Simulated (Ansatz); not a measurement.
TiO$_{2}$ under load (space group I4_1/amd): band-edge transport data

```
TiO2
1.0
   -1.94134     1.94134     4.77659
    1.94134    -1.94134     4.77659
    1.94134     1.94134    -4.77659
Ti O
2 4
Cartesian
  0.00000   0.00000   0.00000
  0.00000   1.94134   2.38829
  0.00000   1.94134   4.36858
  0.00000   0.00000   1.98028
  0.00000   0.00000   7.57289
  0.00000   1.94134   0.40801
```

The numbers are results of PBEsol, rigid bands (plane waves, PAW, scalar-relativistic; Ansatz, an electronic-structure program), not measurements. Condition of this run: biaxial strain xx = yy = +3 %, z clamped. Cell: cell and atoms relaxed with PBEsol, then loaded as said.

```yaml
band_gap: 1.97 eV
electron conductivity mass (300 K, dilute): 0.45 (x), 0.45 (y), 4.2 (z) mₑ
hole conductivity mass (300 K, dilute): 2.2 (x), 2.2 (y), 1.11 (z) mₑ
effective density of states N_c (300 K): 2.2e19 cm⁻³
effective density of states N_v (300 K): 2.1e20 cm⁻³
density_of_states_mass_electrons: 0.92 mₑ
density_of_states_mass_holes: 4.2 mₑ
Seebeck coefficient, n-type 1e19 cm⁻³, 300 K: -285 μV/K
best n-type power factor at 300 K for τ = 10 fs (best axis; densities from 1e16 to 1e21 cm⁻³ tried, whether or not they can be reached): 7.8 μW/(cm·K²) at 1e20 cm⁻³
Seebeck coefficient, p-type 1e19 cm⁻³, 300 K: 478 μV/K
best p-type power factor at 300 K for τ = 10 fs (best axis; densities from 1e16 to 1e21 cm⁻³ tried, whether or not they can be reached): 25 μW/(cm·K²) at 3e20 cm⁻³
```

Rigid bands; masses and Seebeck coefficients take one relaxation time τ for all states and one kind of carrier; polarons and phonon drag are left out. Spin-orbit coupling is left out; where it splits the top of the valence band, N_v and the p-type Seebeck coefficient come out somewhat high without it.
